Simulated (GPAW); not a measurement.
Pressure against volume in rock-salt SrTe (space group 225) (GPAW, LDA)

```
CELL_PARAMETERS angstrom
      0.00000     3.20049     3.20049
      3.20049     0.00000     3.20049
      3.20049     3.20049     0.00000
ATOMIC_POSITIONS crystal
  Sr 0.00000 0.00000 0.00000
  Te 0.50000 0.50000 0.50000
```

Method: LDA (Perdew-Wang 92), GPAW PAW datasets LDA (gpaw-data 1.0.1) (plane waves; GPAW). Settings: mode = pw; ecut = 585 eV; xc = LDA; kpts = 9 9 9; mesh shift (steps) = 0 0 0; occupations.name = fermi-dirac; occupations.width = 0.01 eV; nbands = -6; convergence.forces = 0.001 eV/Å; convergence.bands = -4; symmetry.symmorphic = false; symmetry.tolerance = 0.0005; maxiter = 100. The cell above is the first row's. The rows scale it uniformly. In all rows fractional positions and the k mesh are held.

| V (Å^3/atom) | P (GPa) |
|---|---|
| 32.783 | 2.73 |
| 33.496 | 1.69 |
| 34.208 | 0.76 |
| 34.921 | -0.08 |
| 35.634 | -0.83 |
| 36.346 | -1.51 |
| 37.059 | -2.12 |
| 37.772 | -2.66 |
| 38.484 | ? |

The 8 complete rows are fitted with a cubic, P against V. With u = V - 35.3, the rows have u = -2.5170, -1.8040, -1.0920, -0.3790, 0.3340, 1.0460, 1.7590, 2.4720. Least squares gives P = -0.491 - 1.0535·u + 0.08017·u² - 0.00375·u³. Residuals (row less fit): 0.002, -0.002, 0.000, 0.000, 0.004, 0.000, -0.004, 0.002; standard error 0.003 (degrees of freedom: 4). The fitted pressure is zero at V0 = 34.85, where dP/dV = -1.128, so B0 = -V0·dP/dV = 39.3 GPa.

Task: Estimate the missing P (V = 38.484); what did the run itself give?

Result: u = 3.1840, so P = -0.491 - 1.0535 × 3.1840 + 0.08017 × 3.1840² - 0.00375 × 3.1840³ = -3.154 GPa. The calculation gives -3.14 GPa, 0.014 GPa above the prediction (0.2 % of the range of P in the table). The row lies outside the fitted rows, so this is an extrapolation. From the scatter of the fitted rows alone, a prediction at this place has a standard error of 0.009 GPa, so the miss is 1.6 times that.

Carrying the step between the two nearest rows on in a straight line would have given -3.20, off by 0.06; series whose last step already gives the withheld value aren't shown. The scan was laid around a cell of about the measured size, scaled by a guess for this functional. The runs keep the symmetry of the cell, so they don't test it for distortions. Spin-orbit coupling is off. Cutoffs and mesh are single choices, not tested for convergence of this quantity. Series with a scatter that would blur these digits, or in which a gap closes, are not shown.
